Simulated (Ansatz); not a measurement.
Consider GaN (space group Pm-3n, No. 223; a = 5.571 Å; a hypothetical phase, not in the database extracts checked).

(Cell as relaxed with PBE.)

Levels (all Ansatz, a program for electronic structure, PAW): PBE (420 eV, no SOC); PBEsol (420 eV, no SOC).

Each level relaxes its own structure.

```csv
base,PBE,PBEsol
volume per atom,14.41 Å³,13.96 Å³
lattice parameter a,5.571 Å,5.513 Å
band gap,1.50 eV,1.56 eV
```

It is then changed as follows: cell and atoms relaxed at a pressure of 7.5 GPa.

| quantity | PBE | PBEsol |
|---|---|---|
| shift of the gap caused by the change | +0.19 eV | ___ |
| gap character | direct at Γ | ___ |
| electron mass | 0.21 mₑ (at Γ) | ___ |
| shortest interatomic distance | 1.938 Å | ___ |

What does PBEsol give?


- shift of the gap caused by the change, PBEsol: +0.15 eV
- gap character, PBEsol: direct at Γ
- electron mass, PBEsol: 0.22 mₑ (at Γ)
- shortest interatomic distance, PBEsol: 1.920 Å

PBE's shift of the gap caused by the change lies 0.04 eV above PBEsol's; PBE's shortest interatomic distance lies 0.018 Å above PBEsol's (0.9 %); the two agree on the gap character. Neither level is exact; PBEsol is the comparison here, not a measurement.

Load acts through the strain it causes; cell and atoms are relaxed under it. Effective masses come from finite differences of ±0.01 Å⁻¹. No phonon test of stability was made. Competing high-pressure phases were not computed.
